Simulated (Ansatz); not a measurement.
Data:

```xyz
2
Lattice="0.0000 1.8126 1.8126 1.8126 0.0000 1.8126 1.8126 1.8126 0.0000" Properties=species:S:1:pos:R:3 pbc="T T T"
C      0.0000     0.0000     0.0000
C      0.9063     0.9063     0.9063
```

No spin polarisation.

Method: PBE (Ansatz, a quantum-chemistry and plane-wave program), scalar-relativistic without spin-orbit coupling. Settings: 16×16×16 k-points, 0.05 eV Fermi–Dirac smearing.

### Question
Predict the electron mass, band gap and pressure.

### Answer
```json
{
 "electron_mass": "1.6 mₑ along k, 0.29 mₑ across (off the special points)",
 "band_gap": "4.04 eV",
 "pressure": "-17.79 GPa"
}
```

The cells carry an imposed strain or load. Effective masses come from finite differences of ±0.01 Å⁻¹. Along k means along the line from Γ to the band edge. No phonon test of stability was made. The cell was made from C in the diamond structure (space group Fd-3m, No. 227) by this change: isotropic strain +1.50 %.
